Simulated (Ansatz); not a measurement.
A set of related cells and their band gap.

Cell A: Si (diamond, Fd-3m), 2 atoms in the cell, k-point mesh 10×10×10 on the run's own vectors.
```
CELL_PARAMETERS angstrom
      0.00000     2.73485     2.73485
      2.73485     0.00000     2.73485
      2.73485     2.73485     0.00000
ATOMIC_POSITIONS crystal
  Si 0.75000 0.75000 0.75000
  Si 0.50000 0.50000 0.50000
```

Cell B: SiO2 (quartz, P3₁21), 9 atoms in the cell, k-point mesh 12×12×6 on the run's own vectors.
```
O2Si
1.0
    5.01715     0.00000     0.00000
   -2.50858     4.34498     0.00000
    0.00000     0.00000     5.50651
Si O
3 6
Direct
  0.52399   0.52399   0.00000
  0.47601   0.00000   0.33333
  0.00000   0.47601   0.66667
  0.25672   0.41435   0.79380
  0.58565   0.84236   0.12713
  0.15764   0.74328   0.46046
  0.41435   0.25672   0.20620
  0.84236   0.58565   0.87287
  0.74328   0.15764   0.53954
```

Cell C: CaF2 (fluorite, Fm-3m), 3 atoms in the cell, k-point mesh 10×10×10 on the run's own vectors.
```cif
data_CaF2
_chemical_formula_sum 'Ca1 F2'
_space_group_name_H-M_alt 'P 1'
_space_group_IT_number 1
_cell_length_a 3.89746
_cell_length_b 3.89746
_cell_length_c 3.89746
_cell_angle_alpha 60.000
_cell_angle_beta 60.000
_cell_angle_gamma 60.000
loop_
_space_group_symop_operation_xyz
  'x, y, z'
loop_
_atom_site_label
_atom_site_type_symbol
_atom_site_fract_x
_atom_site_fract_y
_atom_site_fract_z
_atom_site_occupancy
Ca1 Ca 0.00000 0.00000 0.00000 1
F1 F 0.75000 0.75000 0.75000 1
F2 F 0.25000 0.25000 0.25000 1
```

Computed with Ansatz (plane waves, PAW), its PAW set soft_1, cutoff 420 eV, 500 eV for r2SCAN. The structures are at rest with PBE; other levels are single points on them. HSE06 runs on coarser k-point meshes, which give the PBE gaps of the finer ones within 0.03 eV. Neutral cells; Fermi-Dirac smearing of at most 0.05 eV in the solids, energies taken to zero width. The lattices are those relaxed with PBE, so at other levels the solids can be strained, which adds to the spread. No structure search was made; lower ones may exist. A dispersion term ran beside these levels; it doesn't touch the electrons. Gaps are highest filled to lowest empty Kohn-Sham level on the run's k-point mesh, states of defects and surfaces included; edges off the mesh make the true gap smaller, and under 0.08 eV counts as none.

Q: Predict the band gap (eV) of each cell with HSE06.

A: 
```
system  HSE06
------  -----
A        1.17
B        7.52
C        9.20
```

With HSE06 the value is lowest for A and highest for C.

Q: And at the other levels?

A: 
```json
[
 {"system": "A", "PBE": "0.62 (indirect)", "r2SCAN": "0.80 (indirect)"},
 {"system": "B", "PBE": "5.69 (indirect)", "r2SCAN": "6.33 (indirect)"},
 {"system": "C", "PBE": "7.14 (indirect)", "r2SCAN": "7.80 (indirect)"}
]
```

With PBE the value is lowest for A and highest for C. With r2SCAN the value is lowest for A and highest for C.

Ansatz is a quantum-chemistry and plane-wave program.
